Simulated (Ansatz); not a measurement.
## HgSe: strain tensor (xx, yy, zz, yz, xz, xy) = (+0.39, +0.77, +0.03, −1.44, −0.03, −0.51) %

Base system: HgSe in the zinc blende structure (space group F-43m, No. 216; a = 6.133 Å). Axes: x, y, z lie along the cube axes.

Modification: strain tensor (xx, yy, zz, yz, xz, xy) = (+0.39, +0.77, +0.03, −1.44, −0.03, −0.51) %; the atoms relax in the strained cell.

The values are results of PBEsol in Ansatz (plane waves to 420 eV, PAW, no spin-orbit coupling), not measurements. Settings: 9×9×9 k-points, 0.05 eV Fermi–Dirac smearing.

- Volume per atom: 29.18 Å³ (base 28.84 Å³)
- Space group: P1 (No. 1) (base F-43m (No. 216))
- Shortest interatomic distance: 5.034 bohr (base 5.019 bohr)
- Energy relative to the base (free energy F): +2.6 meV/atom
- Pressure (mean of the normal stresses, compression positive): -0.6 GPa (base 0.0 GPa)
- Band gap: zero (base zero)
- Valley order (the lowest conduction-band minima on the path, energy above the VBM, named in the base's zone): Γ 0.02 eV; L along [111] 0.86 eV; L along [1-1-1] 0.94 eV; L along [11-1] 1.08 eV
- Largest internal atomic displacement: 0.022 Å
- Stress (xx, yy, zz, yz, xz, xy; compression positive): (-0.6, -0.7, -0.6, 0.7, 0.0, 0.2) GPa (rough)

Cost of the whole job for the changed cell (relaxation, final SCF and bands): very roughly 90 core-seconds.

Without a gap, meshes like the base's 9×9×9 leave anisotropic stresses uncertain by several tenths of a GPa, and small strain energies with them. With Hg present, leaving out spin-orbit coupling can change the band edges. No phonon test of stability was made. The final runs are not spin-polarised. Gaps under 0.05 eV, about the width of the smearing, are given as zero. The zero or small gap of HgSe can change with the level of theory.

Ansatz is a first-principles code.
